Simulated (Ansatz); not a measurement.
Here is the system:

```
CELL_PARAMETERS angstrom
      0.00000     2.78246     2.85712
      2.78246     0.00000     2.85712
      2.78246     2.78246     0.00000
ATOMIC_POSITIONS crystal
  Zn 0.00000 0.00000 0.00000
  Se 0.75000 0.75000 0.75000
```

Method: PBEsol with spin-orbit coupling, rigid bands (plane waves, PAW; Ansatz, a program for electronic structure). Condition of this run: biaxial stress xx = yy = 1 GPa (compression positive) (the target of the relaxation). Geometry: cell and atoms relaxed with PBEsol, then loaded as said.

Problem. What conductivity effective mass do dilute holes have at 300 K?

Solution. 0.56 (x), 0.56 (y), 0.74 (z) mₑ.

Problem. Predict the electron conductivity mass (n e² τ/σ) at 300 K, by direction if it differs.

Solution. 0.101 (x), 0.101 (y), 0.104 (z) mₑ.

Problem. And the band gap?

Solution. 1.12 eV at this level; semilocal functionals usually fall short of the measured gap.

Rigid bands, one relaxation time for all states, no polarons.
